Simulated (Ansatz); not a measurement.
Consider InSb in the zinc blende structure (space group F-43m, No. 216; a = 6.450 Å).

Level of theory: LDA, PAW, 420 eV (Ansatz, a quantum-chemistry and plane-wave program; no spin-orbit coupling).

Base values:

| Property | Value |
|---|---|
| Pressure | 0.0 GPa |
| Band gap | zero |

Now apply this change: an isotropic linear strain of +2.00 %; the atoms relax in the strained cell.

Problem. What does the calculation give for the pressure after the change?

Solution. The pressure goes from zero to -2.4 GPa.

Problem. What happens to the energy relative to the base?

Solution. The energy goes up by 16 meV/atom.

Problem. What does the calculation give for the band gap after the change?

Solution. The band gap is still zero.

Spin-orbit coupling, missing from the scalar runs, can matter with Sb. No phonon test of stability was made. All final runs are without spin polarisation. The zero or small gap of InSb can change with the level of theory.
